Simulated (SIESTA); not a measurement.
A self-consistent single point of CuAu (P1, 2 atoms in the cell) with SIESTA.

Level of theory: LDA PW92, numerical atomic orbitals DZP, PseudoDojo LDA standard norm-conserving potentials (rewritten from UPF to PSML) (SIESTA).

```
CuAu
1.0
    2.85070     0.00000     0.00000
    0.00000     2.85070     0.00000
    0.00000     0.00000     3.58161
Cu Au
1 1
Direct
  0.49451   0.49531   0.50347
  0.00549   0.00469   0.99653
```

Reference input (self-consistent single point, DFT, GGA PBE, numerical atomic orbitals DZP, PseudoDojo PBE standard norm-conserving potentials (rewritten from UPF to PSML)): XC.functional = GGA; XC.authors = PBE; potentials = PseudoDojo PBE standard; PAO.BasisSize = DZP; PAO.EnergyShift = 0.01 Ry; MeshCutoff = 400 Ry; kgrid.MonkhorstPack = 9 9 7; OccupationFunction = FD; ElectronicTemperature = 1160.45 K; MaxSCFIterations = 150; SCF.Mixer.Method = Pulay; SCF.Mixer.Weight = 0.25. This run's input differs from it in these lines:

```diff
@@ -1,2 +1,2 @@
-# files in the folder: Cu.psml Au.psml (PseudoDojo PBE standard)
+# files in the folder: Cu.psml Au.psml (PseudoDojo LDA standard)
 SystemName  CuAu
@@ -22,4 +22,4 @@
 
-XC.functional                GGA
-XC.authors                   PBE
+XC.functional                LDA
+XC.authors                   PW92
 PAO.BasisSize                DZP
```

Output (repeated stretches shortened):

```
        iscf     Eharris(eV)        E_KS(eV)     FreeEng(eV)     dDmax    Ef(eV) dHmax(eV)
   scf:    1    -9078.825524    -9138.876795    -9138.939509  3.705702  2.597452 38.289146
   scf:    2    -9149.147322    -9161.974398    -9161.991118  2.726982 -0.568902 14.129093
   scf:    3    -9170.955984    -9167.866820    -9167.879638  0.809365 -0.963716  4.235643
   scf:    4    -9168.196673    -9168.243164    -9168.259118  0.303796 -1.218602  1.726687
   scf:    5    -9168.010441    -9168.220316    -9168.233830  0.201120 -1.436632  2.043936
   [... 4 lines left out ...]
   scf:   10    -9168.294128    -9168.294131    -9168.308771  0.000560 -1.346166  0.003896
   scf:   11    -9168.294135    -9168.294133    -9168.308771  0.000109 -1.346365  0.001398
   scf:   12    -9168.294135    -9168.294134    -9168.308771  0.000063 -1.346425  0.000143
   scf:   13    -9168.294134    -9168.294134    -9168.308771  0.000003 -1.346427  0.000075
SCF Convergence by DM+H criterion
max |DM_out - DM_in|         :     0.0000033374
max |H_out - H_in|      (eV) :     0.0000754031
SCF cycle converged after 13 iterations

Using DM_out to compute the final energy and forces

siesta: E_KS(eV) =            -9168.2941

siesta: E_KS - E_eggbox =     -9168.2941

siesta: Atomic forces (eV/Ang):
     1    0.127357    0.107939   -0.180286
     2   -0.132740   -0.113702    0.172521
   Tot   -0.005384   -0.005762   -0.007765
   Max    0.180286
   Res    0.141825    sqrt( Sum f_i^2 / 3N )
   Max    0.180286    constrained

Stress tensor Voigt[x,y,z,yz,xz,xy] (kbar):      119.47      119.64      120.77        1.50        2.15       -0.91
(Free)E + p*V (eV/cell)    -9170.4880
Target enthalpy (eV/cell)    -9168.3088

siesta: Program's energy decomposition (eV):
siesta: FreeEng =     -9168.308771

   [... lines left out ...]
siesta:     0.074568   -0.000570    0.001345
siesta:    -0.000570    0.074672    0.000934
siesta:     0.001345    0.000934    0.075376

siesta: Cell volume =         29.105920 Ang**3

siesta: Pressure (static):
siesta:                Solid            Molecule  Units
siesta:          -0.00081546         -0.00081745  Ry/Bohr**3
siesta:          -0.07487177         -0.07505510  eV/Ang**3
siesta:        -119.95779403       -120.25152142  kBar
```

The run converged in 13 iterations. Against the reference run the pressure goes from 2.72 to -12.00 GPa and the largest force goes from 0.274 to 0.246 eV/Å.

The starting cell comes from a database of computed structures (which also holds hypothetical and non-ambient phases and stackings), without a prior relaxation at this level. Its atoms were displaced at random from the sites of space group no. 123. Spin polarisation is off. Values carry the incompleteness of an atom-centred basis. With a pressure of about -12 GPa the cell is away from its equilibrium volume at this level.
